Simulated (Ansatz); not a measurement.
LuAlO₃ (R-3c, No. 167, 10 atoms in the cell; start mp-754435)

All values below come from HSE06 (Ansatz, an electronic-structure program, PAW).

Numerical settings: plane-wave cutoff 460 eV, 6×6×6 k mesh, Fermi–Dirac smearing 0.01 eV, scalar-relativistic PAW data made under PBE.

Cell (relaxed with PBEsol):

```cif
data_Al6Lu6O18
_chemical_formula_sum 'Lu6 Al6 O18'
_space_group_name_H-M_alt 'R-3c :H'
_space_group_IT_number 167
_space_group_name_Hall '-R 3 2"c'
_cell_length_a 5.22601
_cell_length_b 5.22601
_cell_length_c 12.49843
_cell_angle_alpha 90.000
_cell_angle_beta 90.000
_cell_angle_gamma 120.000
loop_
_atom_site_label
_atom_site_type_symbol
_atom_site_symmetry_multiplicity
_atom_site_Wyckoff_symbol
_atom_site_fract_x
_atom_site_fract_y
_atom_site_fract_z
_atom_site_occupancy
Lu1 Lu 6 a 0.00000 0.00000 0.25000 1
Al1 Al 6 b 0.00000 0.00000 0.00000 1
O1 O 18 e 0.58457 0.58457 0.25000 1
```
(The calculation used a cell of 10 atoms; values per cell refer to that cell.)

```yaml
band_gap: 6.97 eV (on the SCF k mesh)
```

Note: cell and atoms aren't relaxed at this level (pressure 0.9 GPa).

Spin–orbit coupling is not included.

Computing time: very roughly 7 core-minutes.

A start named mp-… is a Materials Project structure, which need not be a measured phase.
